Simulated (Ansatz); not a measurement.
Consider the following.

End structure of the (331) surface of fcc Ir in its 1x1 cell, outermost plane spacing 0.89 Å in the ideal cut:

```
CELL_PARAMETERS angstrom
      2.73720     0.00000     0.00000
      1.36860     5.96559     0.00000
      0.00000     0.00000    26.00000
ATOMIC_POSITIONS crystal
  Ir 0.68988 0.62029 0.31800
  Ir 0.36663 0.26693 0.34878
  Ir 0.04917 0.90191 0.37719
  Ir 0.73727 0.52549 0.41633
  Ir 0.42437 0.15142 0.44942
  Ir 0.10593 0.78806 0.48299
  Ir 0.78881 0.42247 0.51701
  Ir 0.47037 0.05911 0.55058
  Ir 0.15747 0.68504 0.58367
  Ir 0.84556 0.30862 0.62281
  Ir 0.52810 0.94360 0.65122
  Ir 0.20486 0.59023 0.68200
```

Set-up: 12 atoms, 9.8 Å thick at the start (thin: gaps and levels are the slab's own); mesh 14x7x1; 0.1 eV smearing; dipole correction on; single point; on the structure that PBE left under its start's symmetry; no spin, no spin-orbit, no U.

Task: Predict the surface energy (mean of both faces) from r2SCAN, at the PBE geometry in Ansatz (a first-principles code).

Result: 2.92 J/m²

Task: What work function of the top face does r2SCAN, at the PBE geometry give?

Result: 5.06 eV
